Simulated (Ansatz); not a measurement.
Take Sn in the diamond structure (space group Fd-3m, No. 227; a = 6.474 Å; relaxed with 0.1 eV smearing) as the base. Axes: x, y, z lie along the cube axes.

Computed with plane-wave PAW DFT at the LDA level (Ansatz, an electronic-structure program, 420 eV), no spin-orbit coupling.

For the base:

| Quantity | Result |
|---|---|
| Pressure | 0.0 GPa |
| Shortest interatomic distance | 2.804 Å |

Modification: biaxial strain −1.00 %, plane normal [001], relaxed out of plane (Cartesian); in-plane vectors clamped, the third vector and the atoms free.

How does this affect the pressure, shortest interatomic distance, out-of-plane strain and energy relative to the base?

The pressure (mean of the normal stresses, compression positive) goes from zero to 0.4 GPa; the shortest interatomic distance falls by 0.0091 Å, from 2.804 Å to 2.794 Å; the out-of-plane strain comes out as +1.01 %; the energy goes up by 1.4 meV/atom.

No phonon test of stability was made.
